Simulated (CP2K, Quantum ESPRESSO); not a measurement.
A Quantum ESPRESSO input for a self-consistent single point of ZnS (P6_3mc, 4 atoms in the cell) (DFT, PBE, plane waves, GBRV 1.5 ultrasoft (PBE) pseudopotentials):

```fortran
&CONTROL
 calculation = 'scf'
 prefix = 'ZnS'
 outdir = './work'
 pseudo_dir = './'
 verbosity = 'high'
 tprnfor = .true.
 tstress = .true.
/
&SYSTEM
 ibrav = 0
 nat = 4
 ntyp = 2
 ecutwfc = 50
 ecutrho = 250
 occupations = 'smearing'
 smearing = 'fermi-dirac'
 degauss = 0.0036749
/
&ELECTRONS
 conv_thr = 1e-10
/
ATOMIC_SPECIES
Zn    65.3800  zn_pbe_v1.uspp.F.UPF
S     32.0600  s_pbe_v1.4.uspp.F.UPF
ATOMIC_POSITIONS {alat}
Zn    0.00000000    0.57735027    0.00022947
Zn    0.50000000    0.28867514    0.81976547
S     0.00000000    0.57735027    0.61442253
S     0.50000000    0.28867514    1.43395853
K_POINTS {automatic}
5 5 3  0 0 0
CELL_PARAMETERS {angstrom}
   3.68679227     0.00000000     0.00000000
  -1.84339614     3.19285577     0.00000000
   0.00000000     0.00000000     6.04291800
```

Task: Translate this input to CP2K.

Result: This is the input that was run; spellings and numerical settings could be chosen otherwise.

```
&GLOBAL
  PROJECT scf
  RUN_TYPE ENERGY_FORCE
  PRINT_LEVEL LOW
&END GLOBAL
&FORCE_EVAL
  METHOD Quickstep
  STRESS_TENSOR ANALYTICAL
  &DFT
    BASIS_SET_FILE_NAME BASIS_MOLOPT
    POTENTIAL_FILE_NAME GTH_POTENTIALS
    &QS
      METHOD GPW
      EPS_DEFAULT 1E-10
    &END QS
    &MGRID
      CUTOFF 600
      REL_CUTOFF 50
      NGRIDS 5
    &END MGRID
    &SCF
      SCF_GUESS ATOMIC
      EPS_SCF 1E-6
      MAX_SCF 100
      ADDED_MOS 7
      &DIAGONALIZATION
        ALGORITHM STANDARD
      &END DIAGONALIZATION
      &MIXING
        METHOD BROYDEN_MIXING
        ALPHA 0.2
        NBUFFER 8
        BETA 1.5
      &END MIXING
      &SMEAR ON
        METHOD FERMI_DIRAC
        ELECTRONIC_TEMPERATURE [K] 580.23
      &END SMEAR
    &END SCF
    &KPOINTS
      SCHEME MONKHORST-PACK 5 5 3
    &END KPOINTS
    &XC
      &XC_FUNCTIONAL PBE
      &END XC_FUNCTIONAL
    &END XC
    &PRINT
      &MO
        EIGENVALUES T
        OCCUPATION_NUMBERS T
        NDIGITS 8
        FILENAME mo
        &EACH
          QS_SCF 0
        &END EACH
        ADD_LAST NUMERIC
      &END MO
      &MULLIKEN OFF
      &END MULLIKEN
    &END PRINT
  &END DFT
  &SUBSYS
    &CELL
      A 3.68679200 0.00000000 0.00000000
      B -1.84339700 3.19285600 0.00000000
      C 0.00000000 0.00000000 6.04291800
      PERIODIC XYZ
    &END CELL
    &COORD
      SCALED
      Zn       0.33333300     0.66666700     0.00014000
      Zn       0.66666700     0.33333300     0.50014000
      S        0.33333300     0.66666700     0.37486000
      S        0.66666700     0.33333300     0.87486000
    &END COORD
    &KIND Zn
      BASIS_SET DZVP-MOLOPT-SR-GTH-q12
      POTENTIAL GTH-PBE-q12
    &END KIND
    &KIND S
      BASIS_SET DZVP-MOLOPT-SR-GTH-q6
      POTENTIAL GTH-PBE-q6
    &END KIND
  &END SUBSYS
  &PRINT
    &FORCES ON
    &END FORCES
    &STRESS_TENSOR ON
    &END STRESS_TENSOR
  &END PRINT
&END FORCE_EVAL
```

Basis, cutoffs, solver keys and any potentials are the target program's own. This input uses DFT PBE, GPW, DZVP-MOLOPT-SR-GTH basis, GTH-PBE potentials (GTH_POTENTIALS).

The starting cell comes from a database of computed structures (which also holds hypothetical and non-ambient phases and stackings), without a prior relaxation at this level. Its lattice was rescaled by a random factor within 2.5 % of one. For this run, on top of that: lattice scaled by 0.98.
